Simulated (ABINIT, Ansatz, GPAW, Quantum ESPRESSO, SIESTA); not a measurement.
# One structure in several programs: SrAg₃Pd₂ (P6/mmm, 6 atoms in the cell)

Self-consistent single point.

```
SrAg3Pd2
1.0
    5.54858     0.00000     0.00000
   -2.77429     4.80521     0.00000
    0.00000     0.00000     4.55616
Sr Ag Pd
1 3 2
Direct
  0.00000   0.00000   0.00000
  0.50000   0.00000   0.50000
  0.50000   0.50000   0.50000
  0.00000   0.50000   0.50000
  0.33333   0.66667   0.00000
  0.66667   0.33333   0.00000
```

All programs got the same cell, k-point mesh and kind of occupations (in Ansatz's words: kpoints.mp_grid.grid = 6 6 6; scf.occupations.method = gaussian; scf.occupations.width = 0.2 eV); potentials, basis and cutoffs are each program's usual ones.

```json
[
 {"code": "Quantum ESPRESSO", "model": "PBEsol, GBRV 1.5 ultrasoft (PBESOL) pseudopotentials", "pressure (GPa)": "-3.63", "k-points": "28", "cutoff": "40 Ry"},
 {"code": "ABINIT", "model": "PBEsol, PAW (JTH v2.0 PBE PAW, files made for PBE)", "pressure (GPa)": "-3.05", "k-points": "28", "cutoff": "48 Ry"},
 {"code": "Ansatz", "model": "PBEsol, PAW files made with PBE", "pressure (GPa)": "-3.07", "k-points": "28", "cutoff": "default"},
 {"code": "GPAW", "model": "PBEsol, GPAW PAW datasets PBEsol (made by gpaw-setup)", "pressure (GPa)": "-2.89", "k-points": "28", "cutoff": "550 eV"},
 {"code": "SIESTA", "model": "GGA PBEsol, numerical atomic orbitals DZP, PseudoDojo PBEsol standard norm-conserving potentials (rewritten from UPF to PSML)", "pressure (GPa)": "-0.97", "k-points": "132", "cutoff": "grid 400 Ry"}
]
```

The spread over the programs that give each value: pressure within 2.66 GPa.

The starting cell comes from a database of computed structures (which also holds hypothetical and non-ambient phases and stackings), without a prior relaxation at this level. On Ansatz's run: Spin polarisation is off. In the base run, with a pressure of about -3 GPa the cell is away from its equilibrium volume at this level.

Q: Why do the programs differ, and what cannot be compared?

A: Differences of this kind can come from the potentials, where these differ, and from what each basis and cutoff leave unconverged. The valence holds different numbers of electrons (Quantum ESPRESSO 99, ABINIT 79, Ansatz (an electronic-structure program) 103, GPAW 93, SIESTA 103). The zero of total energies and Fermi levels follows the potentials and each program's conventions, so they are not compared here. SIESTA uses small atom-centred bases, whose incompleteness enters pressures, forces and empty levels differently from a plane-wave cutoff. Ansatz's pressure is given at a fixed set of plane waves, as the other plane-wave codes print theirs; with its correction for the finite basis it is -3.03 GPa. The programs reduce the same mesh by symmetry to different extents, which changes the work and not the result. In the pressure, SIESTA (by 2.09) lies more than 1 GPa from the median of the plane-wave programs.

Left out of this page: Elk and FLEUR (not drawn, or without a comparable value).

Keys are those of Ansatz 0.2.
